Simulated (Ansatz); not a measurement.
An Ansatz (a first-principles code) run: BaTiO3 with a change (electrons 3.0×10^21 cm⁻³); r2SCAN (Ansatz, PAW, no spin-orbit coupling), earlier PAW set.

Input:

Ansatz 0.2 input:
```yaml
crystal:
  lattice:
    - [2.8401085266, 1.6397374224, 2.3315937485]
    - [-2.8401085266, 1.6397374224, 2.3315937485]
    - [0, -3.2794748447, 2.3315937485]
  atoms:
    - { symbol: Ba, position: [0.0012683627, 0.0012683627, 0.0012683627] }
    - { symbol: Ti, position: [0.5146892056, 0.5146892056, 0.5146892056] }
    - { symbol: O, position: [0.4882202606, 0.9786919105, 0.4882202606] }
    - { symbol: O, position: [0.4882202606, 0.4882202606, 0.9786919105] }
    - { symbol: O, position: [0.9786919105, 0.4882202606, 0.4882202606] }
basis: { ecutwfc: 500, ecutrho_ratio: 4, xc_grid: 4, fft_grid_basis: typed }
kpoints: { mp_grid: { grid: [12, 12, 12] } }
hamiltonian:
  xc: r2scan
  dispersion: none
  pseudopotentials: { azcp: { folder: ./paw }, kind: paw }
total_charge: -0.19545
scf: { occupations: { method: fermi_dirac, width: 0.0259 }, convergence: { dr2_threshold: 0.0000000005 } }
relax: { f_tol: 0.005, max_steps: 30 }
output: { forces: true, stress: true }
checkpoint: { write: state.ck, write_every: 1000 }
```

Output (explanatory and most iteration lines left out):

```
Relaxation: its limit of steps is 30 (relax.max_steps)
Pseudopotential: Ba, paw, valence charge 10
Pseudopotential: Ti, paw, valence charge 12
Pseudopotential: O, paw, valence charge 6
Crystal: 5 atoms, lattice volume = 65.150 Å³
Basis set: ecut = 500 eV, 1659 PW (Γ), exchange–correlation on 120×120×120 points (64 copies of the dense FFT grid, shifted against one another)
Bands: 26, of which v1, the nominal top of the filled ones, is band 20 counted from 1 (19 counted from 0)
Symmetry: 6 space group operations
Space group: R3m (ITA 160), of the structure as read, at distance tolerance 4.0e-5 Å
k-points: 189 of 1728 (time reversal used)
Functional: x = r2scan, c = r2scan; τ floored in thin density (d = 2e-4 eV/Å³)
SCF iter   1: F=—  HF=-10181.257803 eV  |F-HF|=—  |Δ(HF+E_count)|=         —  Δρ=5.45e-2  dr2=2.03e0  dr2_τ=2.13e-1  ethr=3.10e-3  ⟨swp⟩=7.9  Hψ=25359  notcnv=0
SCF iter   2: F=—  HF=-10181.499482 eV  |F-HF|=—  |Δ(HF+E_count)|=   2.42e-1  Δρ=2.89e-2  dr2=6.51e-1  dr2_τ=2.03e-2  ethr=3.10e-3  ⟨swp⟩=2.9  Hψ=10815  notcnv=0  defer=228
SCF 1 converged in 11 iterations: F = -10181.477119 eV  dr2 = 2.14e-10
relax step   1: F+E_penalty+E_count = -10181.47711908 eV  Δ(F+E_penalty+E_count) = +0.000e0 eV  max|allowed force component| = 8.835e-1 eV/Å  Δτ_max = 0.0000 Å  (11 SCF iters, accepted)
Crystal: 5 atoms, lattice volume = 65.150 Å³
SCF iter   1: F=—  HF=-10181.480288 eV  |F-HF|=—  |Δ(HF+E_count)|=         —  Δρ=2.40e-3  dr2=3.50e-3  dr2_τ=2.13e-2  ethr=9.54e-6  ⟨swp⟩=2.0  Hψ=17183  notcnv=0  defer=212
SCF iter   2: F=—  HF=-10181.490385 eV  |F-HF|=—  |Δ(HF+E_count)|=   1.01e-2  Δρ=1.20e-3  dr2=8.69e-4  dr2_τ=5.62e-5  ethr=8.71e-6  ⟨swp⟩=2.0  Hψ=9398  notcnv=0  defer=212
SCF 2 converged in 9 iterations: F = -10181.490160 eV  dr2 = 7.13e-11
relax step   2: F+E_penalty+E_count = -10181.49016042 eV  Δ(F+E_penalty+E_count) = -1.304e-2 eV  max|allowed force component| = 6.050e-1 eV/Å  Δτ_max = 0.0209 Å  (9 SCF iters, accepted)
Crystal: 5 atoms, lattice volume = 65.150 Å³
SCF iter   1: F=—  HF=-10181.456199 eV  |F-HF|=—  |Δ(HF+E_count)|=         —  Δρ=9.14e-3  dr2=4.76e-2  dr2_τ=3.03e-1  ethr=1.01e-3  ⟨swp⟩=4.0  Hψ=13823  notcnv=0  defer=219
SCF iter   2: F=—  HF=-10181.530802 eV  |F-HF|=—  |Δ(HF+E_count)|=   7.46e-2  Δρ=4.43e-3  dr2=1.04e-2  dr2_τ=1.08e-3  ethr=1.18e-4  ⟨swp⟩=2.2  Hψ=11181  notcnv=0  defer=226
SCF 3 converged in 10 iterations: F = -10181.529089 eV  dr2 = 4.79e-11
relax step   3: F+E_penalty+E_count = -10181.52908902 eV  Δ(F+E_penalty+E_count) = -3.893e-2 eV  max|allowed force component| = 1.984e-1 eV/Å  Δτ_max = 0.0496 Å  (10 SCF iters, accepted)
Crystal: 5 atoms, lattice volume = 65.150 Å³
SCF iter   1: F=—  HF=-10181.437047 eV  |F-HF|=—  |Δ(HF+E_count)|=         —  Δρ=7.45e-3  dr2=2.21e-2  dr2_τ=2.66e-1  ethr=1.03e-3  ⟨swp⟩=4.0  Hψ=13700  notcnv=0  defer=229
SCF iter   2: F=—  HF=-10181.537610 eV  |F-HF|=—  |Δ(HF+E_count)|=   1.01e-1  Δρ=3.74e-3  dr2=6.92e-3  dr2_τ=4.98e-4  ethr=5.50e-5  ⟨swp⟩=3.0  Hψ=11402  notcnv=0  defer=240
SCF 4 converged in 10 iterations: F = -10181.536420 eV  dr2 = 4.90e-11
relax step   4: F+E_penalty+E_count = -10181.53642043 eV  Δ(F+E_penalty+E_count) = -7.331e-3 eV  max|allowed force component| = 1.547e-2 eV/Å  Δτ_max = 0.0613 Å  (10 SCF iters, accepted)
Crystal: 5 atoms, lattice volume = 65.150 Å³
SCF iter   1: F=—  HF=-10181.533724 eV  |F-HF|=—  |Δ(HF+E_count)|=         —  Δρ=1.26e-3  dr2=5.56e-4  dr2_τ=7.88e-3  ethr=1.71e-5  ⟨swp⟩=3.4  Hψ=12608  notcnv=0  defer=239
SCF iter   2: F=—  HF=-10181.536542 eV  |F-HF|=—  |Δ(HF+E_count)|=   2.82e-3  Δρ=6.33e-4  dr2=2.01e-4  dr2_τ=1.42e-5  ethr=1.38e-6  ⟨swp⟩=2.0  Hψ=11070  notcnv=0  defer=239
SCF 5 converged in 8 iterations: F = -10181.536516 eV  dr2 = 7.92e-11
relax step   5: F+E_penalty+E_count = -10181.53651647 eV  Δ(F+E_penalty+E_count) = -9.605e-5 eV  max|allowed force component| = 1.246e-3 eV/Å  Δτ_max = 0.0096 Å  (8 SCF iters, accepted)
Crystal: 5 atoms, lattice volume = 65.150 Å³
SCF iter   1: F=—  HF=-10181.536516 eV  |F-HF|=—  |Δ(HF+E_count)|=         —  Δρ=3.49e-7  dr2=7.91e-11  dr2_τ=5.67e-12  ethr=1.00e-12  ⟨swp⟩=2.2  Hψ=23857  notcnv=0
SCF iter   2: F=-10181.536516 eV  HF=-10181.536516 eV  |F-HF|=3.64e-12  |Δ(HF+E_count)|=  7.28e-12  Δρ=2.12e-7  dr2=3.84e-11  dr2_τ=1.32e-12  ethr=1.00e-12  ⟨swp⟩=3.0  Hψ=13178  notcnv=0
SCF 6 converged in 2 iterations: F = -10181.536516 eV  dr2 = 3.84e-11
SCF converged after 2 iterations
Free energy (F): -10181.536516 eV
Internal energy: -10181.533346 eV  (E = F + TS)
E sigma→0 (E₀):  -10181.534931 eV
Entropy (-TS):   -0.003171 eV (-0.634 meV/atom)
Fermi energy:    12.401614 eV
--- Forces (eV/Å), atoms counted from 1 ---
  atom   1  Ba    -0.00000000    -0.00000000    -0.00123307
  atom   2  Ti     0.00000000    -0.00000000    -0.00065323
  atom   3  O      0.00016153    -0.00009326     0.00065506
  atom   4  O     -0.00000000     0.00018652     0.00065506
  atom   5  O     -0.00016153    -0.00009326     0.00065506
--- Stress (GPa, compression-positive) ---
       -5.585663      -0.000000      -0.000000
       -0.000000      -5.585663      -0.000000
       -0.000000      -0.000000      -6.888199
  P = ⅓ Tr σ = -6.0198 GPa (-60.198 kbar)
--- Relaxed structure (5 steps of the walk, 5 accepted, 0 SCFs on fresh bases) ---
  atoms:
    - { symbol: Ba, position: [-0.005667958547947178, -0.005667958547947178, -0.005667958547947178] }
    - { symbol: Ti, position: [0.49447880897590374, 0.49447880897590374, 0.49447880897590374] }
    - { symbol: O, position: [0.4941412878434498, 0.9939965738851445, 0.49414128784344985] }
    - { symbol: O, position: [0.49414128784344974, 0.49414128784344974, 0.9939965738851445] }
    - { symbol: O, position: [0.9939965738851445, 0.4941412878434498, 0.49414128784344985] }
```

Carriers are added with a uniform compensating background; total energy and stress of such cells depend on the potential's zero and are not compared; many-body gap narrowing is missing at this level. No phonon test of stability was made. All final runs are without spin polarisation. The cell was made from BaTiO₃ (space group R3m, No. 160) by this change: electrons 3.0×10^21 cm⁻³. This is not the structure that BaTiO3 has at room temperature and ambient pressure.
